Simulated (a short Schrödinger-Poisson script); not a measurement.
From a short Schrödinger-Poisson script (our own, NumPy): one-band effective-mass equation with BenDaniel-Duke matching, electrons, heavy and light holes apart, hard walls at the outer ends, one valence edge for both holes (no strain splitting), no charge, excitons, band mixing or non-parabolicity; under a field the levels are quasi-bound states of a box, listed while three quarters of their weight lies within 4 nm of the wells.

Structure: single In0.53Ga0.47As/InP quantum well.

```csv
layer,material,thickness (nm)
1,InP,20
2,In0.53Ga0.47As,10
3,InP,20
```

Constants are typed, rounded textbook-type inputs, not results; the design itself was drawn at random and stands for no fabricated device. In0.53Ga0.47As: direct gap (eV) 0.74, conduction-band edge (eV) 0, electron mass (mₑ) 0.041, heavy-hole mass 0.38, light-hole mass 0.052. InP: direct gap (eV) 1.344, conduction-band edge (eV) 0.25, electron mass (mₑ) 0.08, heavy-hole mass 0.53, light-hole mass 0.12.

The valence-band edge of each layer lies one gap below its conduction-band edge. The electron's potential energy rises along the stack by the applied field. Mesh 0.03 nm at interfaces.

Gate and field steps stay those of the base.

One input was changed, with this effect: squared e1-hh1 overlap at zero applied field 0.94 → 0.96; e2 − e1 120 → 96.0 meV; hh1 − lh1 little changed (27.7 meV); e1-hh1 transition at zero applied field 0.787 → 0.781 eV.

Q: Which change was it?
A) conduction-band offset 0.25 → 0.28 eV
B) electron mass in the well 0.041 → 0.061 mₑ
C) well width 10 → 12 nm

A: B, electron mass in the well 0.041 → 0.061 mₑ

Excitons are left out, and strain enters only through the typed gaps and offsets, so measured lines lie elsewhere.
